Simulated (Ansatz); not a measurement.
SnO2 under a change: uniaxial strain ε_zz = +1.20 %

Base system: SnO₂ in the rutile structure (space group P4_2/mnm, No. 136; a = 4.769 Å, c = 3.212 Å). Axes: x, y, z lie along a, b, c of the conventional cell.

It is then changed as follows: the cell is stretched by 1.20 % along z with no lateral relaxation, atoms relaxed at fixed cell.

Calculations: PBEsol in Ansatz (plane waves to 420 eV, PAW, without spin-orbit coupling). Γ-centred 7×7×10 mesh, Fermi–Dirac width 0.05 eV.

- Volume per atom = 12.32 Å³ (base 12.18 Å³)
- Space group = P4_2/mnm (No. 136) (base P4_2/mnm (No. 136))
- Shortest interatomic distance = 2.069 Å (base 2.066 Å)
- Energy relative to the base (free energy F) = +2.1 meV/atom
- Band gap = 0.75 eV (base 0.92 eV)
- Gap character = direct at Γ (base direct at Γ)
- Width of the top valence band = 1.22 eV (base 1.24 eV)
- Electron mass = 0.16 mₑ along z, 0.17 mₑ across (at Γ) (base 0.17 mₑ along c, 0.19 mₑ across (at Γ))
- Hole mass = 2.7 mₑ along z, 1.4 mₑ across (at Γ) (base 1.7 mₑ along c, 1.3 mₑ across (at Γ))
- Valence-band top at Γ (three highest levels, from the VBM) = 0.00, -0.75, -0.75 eV (base 0.00, -0.77, -0.77 eV)
- Stress (xx, yy, zz, yz, xz, xy; compression positive) = (-1.66, -1.66, -4.66, 0.00, 0.00, 0.00) GPa

Final structure:

```
CELL_PARAMETERS angstrom
      4.76918     0.00000     0.00000
      0.00000     4.76918     0.00000
      0.00000     0.00000     3.25055
ATOMIC_POSITIONS crystal
  Sn 0.00000 0.00000 0.00000
  Sn 0.50000 0.50000 0.50000
  O  0.30677 0.30677 0.00000
  O  0.80677 0.19323 0.50000
  O  0.19323 0.80677 0.50000
  O  0.69323 0.69323 0.00000
```

Effective masses come from finite differences of ±0.01 Å⁻¹. Whether these cells are dynamically stable was not tested.

Ansatz is a first-principles code.
